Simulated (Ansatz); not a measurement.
Band structure of BN (P6_3mc, 4 atoms in the cell).

```yaml
crystal:
  lattice:
    - [2.51640, 0.00000, 0.00000]
    - [-1.25820, 2.17926, 0.00000]
    - [0.00000, 0.00000, 4.16472]
  atoms:
    - { symbol: B, position: [0.66667, 0.33333, 0.99972] }
    - { symbol: B, position: [0.33333, 0.66667, 0.49972] }
    - { symbol: N, position: [0.66667, 0.33333, 0.62528] }
    - { symbol: N, position: [0.33333, 0.66667, 0.12528] }
```

Method of the run: PBE (plane waves, PAW; Ansatz, a program for electronic structure).

Settings: kpoints.mp_grid.grid = 10 10 6; hamiltonian.xc = pbe; hamiltonian.pseudopotentials = {kind: paw} (the program's default PAW files); scf.occupations.method = fixed; kpoints.band_path.npoints = 8.

The starting cell comes from a database of computed structures (which also holds hypothetical and non-ambient phases and stackings), without a prior relaxation at this level. Its lattice was rescaled by a random factor within 2.5 % of one.

Q: Predict the gap along the standard path and the places of the band edges.

A: The gap along the path is 5.14 eV, from Γ to K; the smallest direct gap on it is 8.46 eV.

Levels in eV from the top of the valence band on the path, bands 5 to 11:
```json
[
 {"point": "Γ", "5": "-2.20", "6": "-0.29", "7": "0.00", "8": "0.00", "9": "8.53", "10": "8.53", "11": "8.79"},
 {"point": "M", "5": "-7.11", "6": "-5.16", "7": "-4.59", "8": "-2.19", "9": "6.85", "10": "8.07", "11": "10.80"},
 {"point": "K", "5": "-7.36", "6": "-5.65", "7": "-5.60", "8": "-5.60", "9": "5.14", "10": "13.87", "11": "13.87"},
 {"point": "A", "5": "-1.22", "6": "-1.22", "7": "-1.22", "8": "-1.22", "9": "9.82", "10": "9.82", "11": "10.13"},
 {"point": "L", "5": "-3.91", "6": "-3.91", "7": "-3.70", "8": "-3.70", "9": "6.72", "10": "6.72", "11": "10.28"},
 {"point": "H", "5": "-8.03", "6": "-8.03", "7": "-3.15", "8": "-3.15", "9": "9.59", "10": "9.59", "11": "10.32"}
]
```

Keys are those of Ansatz 0.2.
